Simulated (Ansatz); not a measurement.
For SrZrO₃ (Cmcm, No. 63, 20 atoms in the cell; start mp-3626; a measured phase of this formula has another space group), LDA in Ansatz (plane waves, PAW) gives:

- cohesive energy = 7.80 eV/atom
- band gap = 3.59 eV

### Question
What does PBEsol (PAW; Ansatz, a program for electronic structure) give for the same quantities?

### Answer

- cohesive energy: 7.13 eV/atom (decreases by 0.67 eV/atom)
- band gap: 3.55 eV (decreases by 0.04 eV)

Changes are worked out from the printed values.

Unless a cell is named, each level is at its own relaxed cell (LDA 13.34, PBEsol 13.70 Å³/atom).

Levels without +SOC have no spin–orbit coupling; where heavier elements are present it shifts gaps, mostly down, and can invert bands. Density-functional gaps are differences of (generalised) Kohn–Sham levels.

Caveats: the relaxation could not lower the start's symmetry, so the cell can be a saddle point above a distorted one (LDA, PBEsol). Ansatz's density-functional and Hartree–Fock values are scalar-relativistic unless marked +SOC, with PAW data made under PBE.

A start named mp-… is a Materials Project structure, which need not be a measured phase.
